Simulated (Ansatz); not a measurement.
**A computed series for YN: response to strain**

The parent structure is YN in the rock salt structure (space group Fm-3m, No. 225; a = 4.896 Å). Axes: x, y, z lie along the cube axes.

Strains are applied to the cell and any free atomic positions relax; under biaxial strain the out-of-plane vector relaxes too.

The values are results of Ansatz (a quantum-chemistry and plane-wave program) r2SCAN, no spin-orbit coupling, not measurements.

Notes on the quantities. energy relative to the base: free energy F.

```csv
change,out-of-plane strain,band gap,energy relative to the base
base,–,0.58 eV,0 meV/atom
"biaxial strain −3.00 %, plane normal [001], relaxed out of plane",+1.64 %,0.39 eV,+35 meV/atom
"biaxial strain −2.50 %, plane normal [001], relaxed out of plane",+1.36 %,0.42 eV,+24 meV/atom
"biaxial strain −2.00 %, plane normal [001], relaxed out of plane",+1.07 %,0.46 eV,+15 meV/atom
"biaxial strain −1.50 %, plane normal [001], relaxed out of plane",+0.80 %,0.49 eV,+8.3 meV/atom
"biaxial strain −1.00 %, plane normal [001], relaxed out of plane",+0.53 %,0.52 eV,+3.6 meV/atom
"biaxial strain −0.50 %, plane normal [001], relaxed out of plane",+0.26 %,0.55 eV,+0.9 meV/atom
```

Stability against distortions was not tested.
